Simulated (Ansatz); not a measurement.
Some atoms of an NVE trajectory of composition GaSi15, cell Ga4Si60, first heated far above this temperature, then brought to it, at a temperature that wasn't checked against the liquidus, so perhaps supercooled [in the run: it was liquid; mean temperature 1601 K (target 1670 K); density 2.64 g/cm³; mean pressure -0.6 GPa against a target of 0]; time step 2.0 fs, velocity Verlet. All values below come from PBE (plane waves, PAW; Ansatz, an electronic-structure program). On the run's last frame a denser k-mesh moved the forces by 0.102 eV/Å rms, the static pressure by 0.21 GPa and the free energy by 16 meV/atom, which is about how far such values are converged.

```csv
atom,mass (u),x y z (Å),v (Å/fs),F (eV/Å)
Si3,28.085,11.48242 0.76919 -0.84421,0.015449 -0.013791 -0.000795,0.8418 1.2097 0.0512
Si8,28.085,0.29962 5.08643 12.29044,-0.001063 0.008557 0.008505,-0.3602 0.0274 -0.6481
Si21,28.085,1.75431 3.88885 2.93203,0.000780 0.008390 0.007537,0.3486 0.6298 0.4270
Si35,28.085,3.95302 6.83465 0.37719,0.000041 -0.000825 -0.009919,-0.2217 0.3298 0.5493
Si39,28.085,6.49887 12.16491 5.51761,-0.002828 -0.007540 -0.003756,0.1215 -0.3233 -0.2697
Si48,28.085,-1.04626 -3.50562 1.69508,0.007056 -0.009030 0.007794,0.0207 0.5871 -0.6016
Si57,28.085,12.81243 0.74850 3.55654,0.001309 -0.002118 0.003943,-0.9865 0.4012 1.9435
Si59,28.085,-2.08151 4.31528 2.40282,0.009342 -0.015732 0.005236,0.1573 0.4030 0.3909
```

Task: Give their positions one step later.

Result: x' = x + vΔt + FΔt²/(2m), with 1 eV/(Å·u) = 0.0096485 Å/fs².
```
atom               x' y' z' (Å)
----  -------------------------
Si3   11.51389 0.74244 -0.84577
Si8    0.29725 5.10356 12.30700
Si21    1.75611 3.90607 2.94740
Si35    3.95295 6.83322 0.35773
Si39   6.49329 12.14960 5.50991
Si48  -1.03214 -3.52328 1.71026
Si57   12.81437 0.74454 3.56576
Si59   -2.06271 4.28409 2.41356
```
